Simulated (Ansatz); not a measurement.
## A computed series for MgTe: response to strain

Consider MgTe in the wurtzite structure (space group P6_3mc, No. 186).

```xyz
4
Lattice="4.5614 0.0000 0.0000 -2.2807 3.9503 0.0000 0.0000 0.0000 7.4119" Properties=species:S:1:pos:R:3 pbc="T T T"
Mg     0.0000     2.6335     7.4089
Mg     2.2807     1.3168     3.7029
Te     0.0000     2.6335     2.7899
Te     2.2807     1.3168     6.4959
```

Cartesian axes are those of the cell as printed.

Strains are applied to the cell and any free atomic positions relax; under biaxial strain the out-of-plane vector relaxes too.

Method: PBEsol (Ansatz, a program for electronic structure, PAW, without spin-orbit coupling).

Candidates:
(a) biaxial strain +1.80 %, plane normal [001], relaxed out of plane
(b) biaxial strain +1.20 %, plane normal [001], relaxed out of plane
(c) biaxial strain +2.40 %, plane normal [001], relaxed out of plane
(d) biaxial strain +3.00 %, plane normal [001], relaxed out of plane

**Question.** Order them by out-of-plane strain, highest first.

**Answer.** (b) biaxial strain +1.20 %, plane normal [001], relaxed out of plane (-1.14 %), (a) biaxial strain +1.80 %, plane normal [001], relaxed out of plane (-1.72 %), (c) biaxial strain +2.40 %, plane normal [001], relaxed out of plane (-2.30 %), (d) biaxial strain +3.00 %, plane normal [001], relaxed out of plane (-2.90 %)

Stability against distortions was not tested.
